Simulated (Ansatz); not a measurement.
The starting structures come from a database of crystals and need not be the phases stable at ambient conditions.

Inside the gap of an insulator the Bloch states are evanescent, with a wavenumber k + iκ along the transport direction.

Consider the following.

```xyz
9
Lattice="3.8597 0.0000 0.0000 0.0000 15.9404 0.0000 1.9299 0.0000 3.3426" Properties=species:S:1:pos:R:3 pbc="T T T"
Mg     1.9299     6.3907     1.1142
Mg     3.8597     9.5497     2.2284
Al     1.9299    13.2506     1.1142
Al     3.8597     2.6898     2.2284
Se     3.8597    14.3290     2.2284
Se     1.9299     1.6114     1.1142
Se     3.8597     4.9820     2.2284
Se     1.9299    10.9584     1.1142
Se     0.0000     7.9702     0.0000
```

Space group of this cell: P-3m1. The cell was relaxed by PBE-D3(BJ); by r2SCAN its mean pressure is 0.9 GPa.

Transport runs along the normal of the first two printed cell vectors, the (100) plane of the conventional cell.

The gap is the functional's own. No spin-orbit coupling. Mid-gap values are interpolated on the energy grid.

Task: Compute, with r2SCAN (Ansatz, a first-principles code), the band gap and the smallest decay constant κ at mid-gap.

Result: Gap 1.91 eV on a 10×2×10 mesh; κ = 0.163 1/Å, at the zone centre.
